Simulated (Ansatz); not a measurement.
**CsBr in the CsCl type structure (space group Pm-3m, No. 221)**

```
CELL_PARAMETERS angstrom
      4.32348     0.00000     0.00000
      0.00000     4.32348     0.00000
      0.00000     0.00000     4.32348
ATOMIC_POSITIONS crystal
  Cs 0.00000 0.00000 0.00000
  Br 0.50000 0.50000 0.50000
```

The values are results of r2SCAN (Ansatz, an electronic-structure program; PAW; 500 eV plane waves; no SOC), not measurements. Γ-centred 8×8×8 mesh, Fermi–Dirac width 0.05 eV.

- Volume per atom = 40.41 Å³
- Density = 4.37 g/cm³
- Band gap = 5.19 eV, direct at Γ
- Electron mass = 0.32 mₑ
- Lowest conduction-band minima above the VBM = Γ 5.19 eV; M along ⟨110⟩ 5.84 eV
- Total energy = -4241.418 eV/atom (σ→0; compares only within this code and set-up)

Masses are band curvatures over ±0.01 Å⁻¹ around the edge. Whether these cells are dynamically stable was not tested.
